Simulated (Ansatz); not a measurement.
**bcc V (1 1 1) on zinc-blende CuI (1 1 1) (film strained to the substrate, started from cuts of the bulks and a machine-learned relaxation; slabs Cu4I4 and V12, which can lie off the formulas)**

A periodic stack without vacuum, bcc V (1 1 1) on zinc-blende CuI (1 1 1) (film strained to the substrate, started from cuts of the bulks and a machine-learned relaxation; slabs Cu4I4 and V12, which can lie off the formulas): substrate slab Cu4I4, film V12, surface cells [[1, -1], [0, 1]] and [[1, -1], [0, 1]], film strained by +1.4 and +1.4 %, outermost planes I/Cu and V/V as cut, which need not be the usual terminations and can put a slab off its formula.

The start was prepared with a machine-learned potential, and the result is one local minimum, with the in-plane cell held and forces under 0.04 eV/Å; the film can end far from its bulk form.

Calculation: PBE (plane waves to 420 eV, PAW; Ansatz, an electronic-structure program). No spin–orbit coupling; the runs are not spin-polarised; PBE gaps are too small against experiment. Its k-point mesh 8×8×1, Fermi–Dirac width 0.05 eV.

- interface area: 16.0 Å²
- period: 24.97 Å
- heights between the nearest atoms of the two slabs at the two interfaces: 1.00 and 1.94 Å
- Cu–V contacts across the interfaces within 1.22 times the sum of covalent radii: 7, mean 2.77 Å
- I–V contacts across the interfaces within 1.22 times the sum of covalent radii: 3, mean 2.89 Å
- estimate of the barrier: withheld, since the two interfaces are unlike
- slope of the mean potential energy in the substrate: +4.0 MV/cm × e

```
CuV3I
1.0
    4.29912    -0.00095     0.02955
   -2.15016     3.71718     0.24224
   -0.17025     3.12332    25.24037
Cu I V
4 4 12
Cartesian
  2.01108   2.27025   3.60102
  1.98745   4.44287   7.24567
 -0.18527   2.97139  10.63976
  1.94222   1.47768  14.10207
  2.02830   1.87625   0.95251
  2.00524   4.66636   4.61012
 -0.16712   3.14361   8.00659
  1.95876   1.67040  11.44430
  4.07999   2.59306  15.85235
  1.93471   3.88315  15.27171
  1.91889   3.71539  17.58393
 -0.22475   5.01572  16.76663
 -0.24229   4.83629  19.35114
  4.06318   2.42071  18.33293
  1.89543   5.95254  21.04921
  1.90175   3.53590  20.08742
  1.88320   3.33615  22.64233
 -0.26031   4.64762  21.87069
 -0.27674   4.53558  24.20188
  1.87780   5.78756  23.53813
```
